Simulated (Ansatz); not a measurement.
Results of PBEsol in Ansatz (PAW) for RhBi (P6₃/mmc, No. 194, 4 atoms in the cell; start mp-1064554).

Run with plane-wave cutoff 520 eV, 18×18×10 k mesh (along the axes of the cell as run), Fermi–Dirac smearing 0.05 eV, no spin polarisation, scalar-relativistic PAW data made under PBE.

Cell (relaxed at this level):

```cif
data_Bi2Rh2
_chemical_formula_sum 'Bi2 Rh2'
_space_group_name_H-M_alt 'P 1'
_space_group_IT_number 1
_cell_length_a 4.11136
_cell_length_b 4.11136
_cell_length_c 5.63517
_cell_angle_alpha 90.000
_cell_angle_beta 90.000
_cell_angle_gamma 120.000
loop_
_space_group_symop_operation_xyz
  'x, y, z'
loop_
_atom_site_label
_atom_site_type_symbol
_atom_site_fract_x
_atom_site_fract_y
_atom_site_fract_z
_atom_site_occupancy
Bi1 Bi 0.33333 0.66667 0.25000 1
Bi2 Bi 0.66667 0.33333 0.75000 1
Rh1 Rh 0.00000 0.00000 0.50000 1
Rh2 Rh 0.00000 0.00000 0.00000 1
```

Predict the bulk modulus.


- bulk modulus = 132 GPa

Note: the run has no spin polarisation, so it can have missed a magnetic state; the bulk modulus is −V dP/dV from two relaxed cells at ±2 % in volume; the relaxation could not lower the start's symmetry, so the cell can be a saddle point above a distorted one.

Spin–orbit coupling is not included; it can shift volumes and moduli of such heavy elements.

The computed numbers hold no vibrational or temperature effects.

Computing time: roughly 3 core-minutes.

A start named mp-… is a Materials Project structure, which need not be a measured phase.

Ansatz is a quantum-chemistry and plane-wave program.
